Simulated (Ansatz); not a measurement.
Consider SiC in the zinc blende structure (space group F-43m, No. 216; a = 4.357 Å). Axes: x, y, z lie along the cube axes.

All numbers come from Kohn–Sham DFT with the r2SCAN functional, run in Ansatz (an electronic-structure program) with PAW and 500 eV plane waves, scalar-relativistic without spin-orbit coupling, earlier PAW set.

For the base:

| Property | Result |
|---|---|
| Smallest direct gap | 5.05 eV |
| Valence-band top at Γ | 0.00, 0.00, 0.00 eV |

It is then changed as follows: uniaxial stress, 1 GPa tension along z, with the cell and atoms free to relax against it.

Task: Predict the new smallest direct gap.

Result: The smallest direct gap remains 5.05 eV.

Task: Predict the new valence-band top at Γ.

Result: The valence-band top at Γ (three highest levels, from the VBM) becomes 0.00, 0.00, -0.03 eV (base: 0.00, 0.00, 0.00 eV).

Load acts through the strain it causes; cell and atoms are relaxed under it. Beyond what the load breaks, stability against distortions was not tested.
